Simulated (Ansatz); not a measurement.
```xyz
20
Lattice="17.0000 0.0000 0.0000 0.0000 17.0000 0.0000 0.0000 0.0000 3.8608" Properties=species:S:1:pos:R:3 pbc="T T T"
Ba     5.6304     5.6304    -0.0377
Ti     7.4169     7.4169     1.8929
O      7.4496     7.4496     3.8236
O      5.4625     7.3863     1.8934
O      7.3863     5.4625     1.8934
Ba     5.4179     9.7027    -0.0373
Ti     7.4058    11.3614     1.8936
O      7.5375    11.5342     3.8226
O      5.6066    11.3670     1.8924
O      7.4588     9.4715     1.8929
Ba     9.7027     5.4179    -0.0373
Ti    11.3614     7.4058     1.8936
O     11.5342     7.5375     3.8226
O      9.4715     7.4588     1.8929
O     11.3670     5.6066     1.8924
Ba     9.5595     9.5595    -0.0367
Ti    11.3859    11.3859     1.8974
O     11.7488    11.7488     3.8085
O      9.5917    11.5052     1.8900
O     11.5052     9.5917     1.8900
```

Computed with PBE (plane waves to 420 eV, PAW; Ansatz, a program for electronic structure). Mesh 1×1×8. No spin polarisation, so a magnetic state wasn't tested. Isolated but for its images some 11 Å away. A hypothetical model. Symmetry and one short period hold its shape; lower forms weren't sought.

Question: Tabulate the two highest filled and two lowest empty levels along the axis, from the valence top.

Answer: 
| k (2π/c) | v2 (eV) | v1 (eV) | c1 (eV) | c2 (eV) |
|---|---|---|---|---|
| 0.000 | -0.88 | -0.38 | 1.66 | 1.83 |
| 0.042 | -0.87 | -0.37 | 1.67 | 1.85 |
| 0.083 | -0.84 | -0.37 | 1.71 | 1.90 |
| 0.125 | -0.79 | -0.35 | 1.77 | 1.99 |
| 0.167 | -0.69 | -0.33 | 1.87 | 2.10 |
| 0.208 | -0.56 | -0.28 | 2.00 | 2.22 |
| 0.250 | -0.44 | -0.23 | 2.14 | 2.30 |
| 0.292 | -0.33 | -0.17 | 2.28 | 2.35 |
| 0.333 | -0.24 | -0.11 | 2.34 | 2.48 |
| 0.375 | -0.17 | -0.07 | 2.37 | 2.62 |
| 0.417 | -0.12 | -0.03 | 2.39 | 2.73 |
| 0.458 | -0.08 | -0.01 | 2.40 | 2.82 |
| 0.500 | -0.07 | 0.00 | 2.40 | 2.85 |
